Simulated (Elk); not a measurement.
Band structure of EuSe (Fm-3m, 2 atoms in the cell).

```
EuSe
1.0
    0.00000     3.06437     3.06437
    3.06437     0.00000     3.06437
    3.06437     3.06437     0.00000
Eu Se
1 1
Direct
  0.00000   0.00000   0.00000
  0.50000   0.50000   0.50000
```
Moments meant for the start (each program seeds them in its own way; μB, in the order of the atoms Eu Se): 7.0 0.0.

Method: Elk with LDA (PW92), all-electron FP-LAPW, Elk's shipped species files, APW+lo basis with extra local orbitals.

Settings: xctype = 3; spinpol = true; rgkmax = 7.5; stype = 3; swidth = 0.00183747 Ha; ngridk = 9 9 9; reducebf = 0.7; gmaxvr = 14 1/bohr; nxlo = 2; lorbcnd = true; lmaxi = 3; nempty = 8 per atom; bfcmt = [[0.0, 0.0, -3.5], [0.0, 0.0, 0.0]].

The starting cell comes from a database of computed structures (which also holds hypothetical and non-ambient phases and stackings), without a prior relaxation at this level. Spin-orbit coupling is off. With one magnetic atom in the cell only a parallel order is possible. With U or open f shells several self-consistent states can exist. The f electrons are in the valence without U or exact exchange, which can misplace them near the Fermi level. Spin-orbit terms, which matter for f shells, are left out. Values depend on the basis (sphere radii, cutoffs, local orbitals), which need not be converged.

Levels in eV from the Fermi level, bands 17 to 24 of the first spin channel:
```tsv
point	17	18	19	20	21	22	23	24
Γ	-0.33	0.04	0.04	0.04	0.74	1.21	1.21	1.21
X	-0.38	-0.38	-0.33	-0.15	-0.15	2.93	3.13	4.37
W	-0.39	-0.36	-0.34	-0.30	2.12	2.12	3.38	3.89
K	-0.38	-0.37	-0.34	-0.27	0.95	3.79	3.89	3.94
L	-0.36	-0.36	-0.33	-0.32	2.89	3.39	3.58	3.58
U	-0.38	-0.37	-0.34	-0.27	0.95	3.79	3.89	3.94
```

Bands cross the Fermi level along this path, so the cell is metallic at this level.

The net moment of the cell came out as 6.99 μB.
